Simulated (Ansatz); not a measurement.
The starting structures come from a database of crystals and need not be the phases stable at ambient conditions.

## Evanescent states of In$_{7}$GeIrO$_{8}$ (F-43m, not sure to be the ambient phase, 17 atoms a cell, 16.1 Å³ an atom, -5 GPa at this level) along the normal of (001)

Computed with r2SCAN (plane waves, PAW; Ansatz, a program for electronic structure).

The gap is the functional's own. No spin-orbit coupling. Mid-gap values are interpolated on the energy grid.

Energies count from the valence-band top; κ is the least over a 4×4 mesh across the current.

```csv
E (eV),κ (1/Å),where
0.03,0.044,Γ
0.09,0.057,Γ
0.15,0.065,Γ
0.21,0.071,Γ
0.27,0.074,Γ
0.33,0.075,Γ
0.39,0.075,Γ
0.45,0.072,Γ
0.51,0.068,Γ
0.57,0.061,Γ
0.63,0.051,Γ
0.69,0.034,Γ
```

Task: How thick must the barrier be to attenuate the transmission by 10^4 when the electrodes' Fermi level lies at 0.45 eV, and what attenuation does that film give at 0.57 eV?

Result: d = 4 ln 10 / (2 × 0.072) = 64.0 Å. At 0.57 eV it gives 4 × 0.061/0.072 = 3.4 decades.
